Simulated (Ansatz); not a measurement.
An Ansatz (an electronic-structure program) input (Kohn–Sham DFT with the r2SCAN functional, run in Ansatz with PAW and 500 eV plane waves, spin-orbit coupling left out):

Ansatz 0.2 input:
```yaml
crystal:
  lattice:
    - [4.2892667297, 0, 0]
    - [2.1446333649, 3.7146139516, 0]
    - [2.1446333649, -1.2382046505, 1.7079416182]
  atoms:
    - { symbol: Al, position: [0, 0.5, 0.5] }
    - { symbol: Ru, position: [0, 0, 0] }
basis: { ecutwfc: 500, ecutrho_ratio: 4, xc_grid: 4, fft_grid_basis: typed }
kpoints: { mp_grid: { grid: [19, 19, 19] } }
hamiltonian:
  xc: r2scan
  dispersion: none
  pseudopotentials: { kind: paw }
scf: { occupations: { method: fermi_dirac, width: 0.1 } }
relax: { f_tol: 0.005, max_steps: 50, cell: { stress_tol: 0.01, fix: [a, b, gamma] } }
output: { forces: true, stress: true }
checkpoint: { write: state.ck, write_every: 1000 }
```

Q: Which symmetry and how many k-points will the program report, and about how many plane waves at Γ?

A: Space group R-3m (ITA 166) with 12 operations, k-points 670 of 6859, and 715 plane waves at Γ.

Q: And the final pressure?

A: -4.72 GPa (compression positive).

The cells carry an imposed strain or load. No phonon test of stability was made. All final runs are without spin polarisation. The cell was made from AlRu in the CsCl type structure (space group Pm-3m, No. 221) by this change: biaxial strain +1.67 %, plane normal [111], relaxed out of plane.
